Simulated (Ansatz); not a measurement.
Phonon-limited resistivity of TaMoB2 (Amm2) against temperature in μΩ·cm, PBEsol, DFPT electron-phonon coupling, linearised Boltzmann equation (Ansatz, a quantum-chemistry and plane-wave program), harmonic crystal at a fixed cell. x, y and z are the axes of this cell:
```
MoTaB2
1.0
    3.10426     0.00000     0.00000
    0.00000     1.60506     4.26298
    0.00000    -1.60506     4.26298
Ta B Mo
1 2 1
Cartesian
  0.00000   0.00000   1.24694
  1.55213   0.00000   4.76620
  0.00000   0.00000   3.74605
  1.55213   0.00000   7.29273
```

```json
[
 {"T": "50 K", "ρ (x)": "0.21", "ρ (y)": "0.30", "ρ (z)": "0.172"},
 {"T": "77 K", "ρ (x)": "1.00", "ρ (y)": "1.53", "ρ (z)": "0.88"},
 {"T": "100 K", "ρ (x)": "[?]", "ρ (y)": "3.2", "ρ (z)": "1.79"},
 {"T": "150 K", "ρ (x)": "[?]", "ρ (y)": "7.3", "ρ (z)": "4.1"},
 {"T": "200 K", "ρ (x)": "7.4", "ρ (y)": "11.7", "ρ (z)": "6.7"},
 {"T": "250 K", "ρ (x)": "10.2", "ρ (y)": "16.3", "ρ (z)": "9.3"},
 {"T": "273 K", "ρ (x)": "11.5", "ρ (y)": "18.4", "ρ (z)": "10.6"},
 {"T": "300 K", "ρ (x)": "13.1", "ρ (y)": "21", "ρ (z)": "12.0"},
 {"T": "350 K", "ρ (x)": "15.9", "ρ (y)": "25", "ρ (z)": "14.6"},
 {"T": "400 K", "ρ (x)": "18.6", "ρ (y)": "30", "ρ (z)": "17.2"},
 {"T": "500 K", "ρ (x)": "24", "ρ (y)": "38", "ρ (z)": "22"},
 {"T": "600 K", "ρ (x)": "29", "ρ (y)": "46", "ρ (z)": "27"},
 {"T": "800 K", "ρ (x)": "39", "ρ (y)": "61", "ρ (z)": "36"}
]
```

**Question.** What belongs in the gaps?

**Answer.** 
- 100 K, ρ (x): 2.0
- 150 K, ρ (x): 4.6

A metal at this level (no band gap). Only scattering by harmonic phonons is included (no impurities, grain boundaries, electron-electron scattering or thermal expansion). Spin-orbit coupling is left out, which matters with elements this heavy. Halving the electron mesh (28x28x28) moves the resistivity by up to 7 %. Smearing 0.20 eV; phonons on a 5x5x5 q mesh, which this run doesn't test and which matters most at low temperature.

Computed structure with no diffraction record at hand here (it may be known, metastable or hypothetical): TaMoB2 (Amm2).
